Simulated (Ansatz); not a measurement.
An Ansatz (an electronic-structure program) input (plane-wave PAW DFT at the LDA level (Ansatz, 420 eV), spin-orbit coupling left out):

Ansatz 0.2 input:
```yaml
crystal:
  lattice:
    - [3.246341256, 0, 0]
    - [-1.623170628, 2.8114139971, 0]
    - [0, 0, 5.2924921852]
  atoms:
    - { symbol: Ga, position: [0.3333333333, 0.6666666667, 0.0002953559] }
    - { symbol: Ga, position: [0.6666666667, 0.3333333333, 0.5002953559] }
    - { symbol: N, position: [0.3333333333, 0.6666666667, 0.3767046441] }
    - { symbol: N, position: [0.6666666667, 0.3333333333, 0.8767046441] }
basis: { ecutwfc: 420, ecutrho_ratio: 4, xc_grid: 2, fft_grid_basis: typed }
kpoints: { mp_grid: { grid: [12, 12, 7] } }
hamiltonian:
  xc: lda
  dispersion: none
  pseudopotentials: { kind: paw }
scf: { occupations: { method: fermi_dirac, width: 0.05 }, convergence: { dr2_threshold: 0.0000000004 } }
relax: { f_tol: 0.005, max_steps: 50 }
output: { forces: true, stress: true }
checkpoint: { write: state.ck, write_every: 1000 }
```

Q: Which symmetry and how many k-points will the program report, and about how many plane waves at Γ?

A: Space group P63mc (ITA 186) with 12 operations, k-points 76 of 1008, and 953 plane waves at Γ.

Q: And the final pressure?

A: -14.77 GPa (compression positive).

The cells carry an imposed strain or load. No phonon test of stability was made. The cell was made from GaN in the wurtzite structure (space group P6_3mc, No. 186) by this change: isotropic strain +3.00 %.
